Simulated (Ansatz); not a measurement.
For GePt (model structure, started from the CoSn type, P6/mmm, No. 191, 6 atoms in the cell), PBE-D3(BJ) in Ansatz (plane waves, PAW) gives:

- equilibrium lattice constant a: 5.649 Å
- lattice parameter c: 3.946 Å

Task: What does r²SCAN (PAW; Ansatz, an electronic-structure program) give for the same quantities?

Result: 
- lattice constant a: 5.708 Å (rises by 1.0 %)
- lattice parameter c: 3.879 Å (drops by 1.7 %)

Changes are worked out from the printed values.

Unless a cell is named, each level is at its own relaxed cell (PBE-D3(BJ) 18.18, r²SCAN 18.24 Å³/atom).

Levels without +SOC leave out spin–orbit coupling, which shifts energies and cells of such heavy elements.

The crystal itself was run without spin with PBE-D3(BJ), r²SCAN; a magnetic state was not tried in these runs.

Caveats: a distance lies near a switch of the dispersion term, which can move the cell (PBE-D3(BJ)). Ansatz's density-functional and Hartree–Fock values are scalar-relativistic unless marked +SOC, with PAW data made under PBE.

A model structure was made by putting elements into a prototype or built by hand; it is no filed structure, need not be a known phase, and can be a saddle point held by its symmetry.
